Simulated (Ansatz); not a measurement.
Consider the following.

Host crystal: 3C silicon carbide, with a band gap (PBE, scalar-relativistic without spin-orbit coupling).

End structure of OH on the 1x1 (110) surface of 3C silicon carbide (cut with top plane C + Si), one in a 2x2 cell, started at the site 'over C at depth 1.5 Å':

```
CELL_PARAMETERS angstrom
      6.19426     0.00000     0.00000
      0.00000     8.76000     0.00000
      0.00000     0.00000    27.00000
ATOMIC_POSITIONS crystal
  C  0.00000 0.36841 0.35704
  C  0.00000 0.86841 0.35704
  C  0.50000 0.36841 0.35704
  C  0.50000 0.86841 0.35704
  Si 0.25000 0.27125 0.36602
  Si 0.25000 0.77125 0.36602
  Si 0.75000 0.27125 0.36602
  Si 0.75000 0.77125 0.36602
  C  0.25000 0.11854 0.41341
  C  0.25000 0.61854 0.41341
  C  0.75000 0.11854 0.41341
  C  0.75000 0.61854 0.41341
  Si 0.00000 0.99658 0.41191
  Si 0.00000 0.49658 0.41191
  Si 0.50000 0.99658 0.41191
  Si 0.50000 0.49658 0.41191
  C  0.00000 0.37268 0.47117
  C  0.00000 0.87268 0.47117
  C  0.50000 0.37268 0.47117
  C  0.50000 0.87268 0.47117
  Si 0.25000 0.24764 0.47189
  Si 0.25000 0.74764 0.47189
  Si 0.75000 0.24764 0.47189
  Si 0.75000 0.74764 0.47189
  C  0.25009 0.12296 0.52890
  C  0.24965 0.62173 0.52863
  C  0.75027 0.12315 0.52887
  C  0.75003 0.62073 0.52846
  Si 0.00012 0.99824 0.52792
  Si 0.00070 0.49539 0.52912
  Si 0.50047 0.99822 0.52802
  Si 0.49902 0.49685 0.52811
  C  0.99948 0.37270 0.58733
  C  0.00127 0.86752 0.58609
  C  0.49985 0.36797 0.58684
  C  0.49996 0.86776 0.58618
  Si 0.24723 0.24778 0.58800
  Si 0.25073 0.74445 0.58781
  Si 0.75218 0.24815 0.58820
  Si 0.75154 0.74700 0.58618
  C  0.24805 0.11814 0.64315
  C  0.25029 0.61983 0.64250
  C  0.74886 0.11462 0.64182
  C  0.75383 0.61085 0.63896
  Si 0.99965 0.01938 0.63338
  Si 0.00740 0.50005 0.64621
  Si 0.49774 0.02010 0.63349
  Si 0.49476 0.51992 0.63438
  O  0.99676 0.39893 0.69752
  H  0.07257 0.30120 0.69562
```

Set-up: 50 atoms, 7.7 Å thick at the start under the adsorbate (thin: gaps and levels are the slab's own); mesh 3x3x1; 0.01 eV smearing; dipole correction on; single point; no symmetry held, on the structure that PBE left; spin-polarised, ending with about 1.0 μB a cell; orders that need a larger cell were not tried, no spin-orbit, no U, no dispersion correction. The program's check for a lower electronic state was not made. At the end it is bonded to Si. In PBE it is, or lies within 0.03 eV of, the lowest of the starts that converged; the order may differ at this level.

A negative adsorption energy means that the adsorbate is more stable on the surface than in its reference.

What adsorption energy against H2O(g) − ½ H2(g) at the same level does r2SCAN, at the PBE geometry and the start's symmetry (Ansatz, a quantum-chemistry and plane-wave program) give?

-1.42 eV

Give the change of the step from the bottom to the top vacuum level, against the clean slab at the level r2SCAN, at the PBE geometry and the start's symmetry.

0.26 eV
